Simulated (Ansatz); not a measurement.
Effect of 2 layers on hypothetical diamond Ga

The parent structure is Ga in the diamond structure (space group Fd-3m, No. 227; a = 5.884 Å; a hypothetical phase, not in the database extracts checked). Axes: x, y, z lie along the cube axes.

One thing is altered: a free-standing slab of 2 layers (4 atoms, 2 a layer) is cut normal to [110], with 15 Å of vacuum and the in-plane cell held at bulk.

All numbers come from PBE (Ansatz, a quantum-chemistry and plane-wave program, PAW, no spin-orbit coupling). Settings: 11×8×1 k-points, 0.05 eV Fermi–Dirac smearing, for the changed cell.

The layer's space group (with vacuum) is Pmna (No. 53) and the shortest interatomic distance drops by 0.125 Å (2.548 Å → 2.423 Å). The band gap stays zero and the excess energy per area of both faces (slab less bulk energy over the cell's area: twice a surface energy) comes out as 0.94 J/m². The thickness between the outermost nuclei comes out as 1.83 Å.

Cost of the whole job for the changed cell (relaxation, final SCF and bands): very roughly 2.0 core-minutes.

The excess energy carries the mismatch between the slab's and the bulk's meshes. Whether these cells are dynamically stable was not tested.
